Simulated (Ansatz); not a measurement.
Input and output of a zone-centre phonon calculation for Ti3Al (P6_3/mmc, 8 atoms in the cell) (Ansatz, a first-principles code).

Computed with LDA (PW92), default PAW files made with PBE (plane waves; Ansatz).

```
Ti3Al
1.0
    5.77644     0.00000     0.00000
   -2.88822     5.00254     0.00000
    0.00000     0.00000     4.65370
Ti Al
6 2
Direct
  0.82990   0.65980   0.25000
  0.17010   0.34020   0.75000
  0.17010   0.82990   0.75000
  0.82990   0.17010   0.25000
  0.34020   0.17010   0.25000
  0.65980   0.82990   0.75000
  0.33333   0.66667   0.25000
  0.66667   0.33333   0.75000
```

Reference input (self-consistent single point, DFT, LDA (PW92), plane waves, default PAW files made with PBE): basis.ecutwfc = 30.9 Ry; kpoints.mp_grid.grid = 7 7 7; hamiltonian.xc = lda; hamiltonian.pseudopotentials = {kind: paw} (the program's default PAW files); scf.occupations.method = fermi_dirac; scf.occupations.width = 0.0073 Ry. This run's input differs from it in these lines:

```diff
@@ -23,6 +23,5 @@
   occupations: { method: fermi_dirac, width: 0.0073 Ry }
-output:
-  forces: true
-  eigenvalues: true
-  stress: true
+  convergence: { dr2_threshold: 1.0e-03 eV }
+phonons:
+  method: dfpt
```

Output, abridged:

```
SCF iter   1: F=—  HF=-15729.749409 eV  |F-HF|=—  |Δ(HF+E_count)|=         —  Δρ=5.62e-3  dr2=2.41e-2  ethr=1.77e-3  ⟨swp⟩=6.7  Hψ=12275  notcnv=0
all-band conjugate gradients solve this SCF's bands
preconditioner: auto → Kerker (q_TF=auto, 2.492 Å⁻¹)
SCF iter   2: F=—  HF=-15729.746322 eV  |F-HF|=—  |Δ(HF+E_count)|=   3.09e-3  Δρ=3.25e-3  dr2=9.31e-3  ethr=3.08e-5  ⟨swp⟩=1.8  Hψ=3733  notcnv=0
SCF iter   3: F=—  HF=-15729.744830 eV  |F-HF|=—  |Δ(HF+E_count)|=   1.49e-3  Δρ=5.51e-4  dr2=6.07e-4  ethr=1.19e-5  ⟨swp⟩=2.0  Hψ=3938  notcnv=0
SCF iter   4: F=—  HF=-15729.744703 eV  |F-HF|=—  |Δ(HF+E_count)|=   1.27e-4  Δρ=1.54e-4  dr2=2.83e-5  ethr=7.79e-7  ⟨swp⟩=2.0  Hψ=4058  notcnv=0
iter 5 did not close the SCF: its close was put off for the readings that it lacked (scf_convergence_deferred on its scf_iter line)
SCF iter   5: F=-15729.744688 eV  HF=-15729.744693 eV  |F-HF|=5.14e-6  |Δ(HF+E_count)|=   1.01e-5  Δρ=6.67e-5  dr2=6.80e-6  ethr=3.62e-8  ⟨swp⟩=2.0  Hψ=5270  notcnv=0
SCF iter   6: F=-15729.744691 eV  HF=-15729.744691 eV  |F-HF|=6.63e-8  |Δ(HF+E_count)|=   1.56e-6  Δρ=1.04e-5  dr2=1.55e-7  ethr=8.71e-9  ⟨swp⟩=9.2  Hψ=21048  notcnv=0
SCF 1 converged in 6 iterations: F = -15729.744691 eV  dr2 = 1.55e-7
DFPT response loops at Γ: preconditioner auto → Kerker (q_TF=auto, 2.492 Å⁻¹) (partly filled bands, converged f_vac=0.000) …
Free energy (F): -15729.744691 eV
Internal energy: -15729.510366 eV  (E = F + TS)
E sigma→0 (E₀):  -15729.627528 eV
Entropy (-TS):   -0.234326 eV (-29.291 meV/atom)
Fermi energy:    11.772431 eV
--- Phonons (Γ-DFPT): 5 representative perturbations + reference, on 64 of 343 k-points (Σ response iterations 15) ---
  k mesh reduced under 4 symmetry operations, with k and −k counted as one. Each operation leaves every solved displacement unchanged or reverses it
  ASR residual: 3.857e-3 → 0.000e0 eV/Å²; symmetrization residual: 2.426e-7 eV/Å²
  ASR residual per site (eV/Å²): 3.86e-3 3.86e-3 3.86e-3 3.86e-3 3.86e-3 3.86e-3 3.11e-3 3.11e-3
  Γ frequencies (cm⁻¹): 0.00 0.00 0.00 130.82 130.82 146.34 146.34 153.58 153.58 155.58 177.20 201.38 201.38 225.99 234.24 234.24 238.72 261.77 274.93 276.73 276.73 278.75 286.53 286.53
  non-analytic LO–TO correction: not included (Born effective charges unavailable; polar crystals: no LO–TO splitting at Γ)
```

The run converged in 6 iterations.  The full log also holds: “iter 5 did not close the SCF: its close was put off for the readings that it lacked (scf_convergence_deferred on its scf_iter line)”.

Summary of the result:
- Free energy E − TS (on the zero of these files) = -15729.7447 eV
- Fermi level (on the code's own zero) = 11.77 eV
- Zone-centre frequencies (cm⁻¹; negative means imaginary) = 0, 0, 0, 131, 131, 146, 146, 154, 154, 156, 177, 201, 201, 226, 234, 234, 239, 262, 275, 277, 277, 279, 287, 287

The starting cell comes from a database of computed structures (which also holds hypothetical and non-ambient phases and stackings), without a prior relaxation at this level. Its lattice was rescaled by up to half a per cent. Spin polarisation is off.

Cost on one core of a shared machine: roughly 5 min.

Keys are those of Ansatz 0.2.
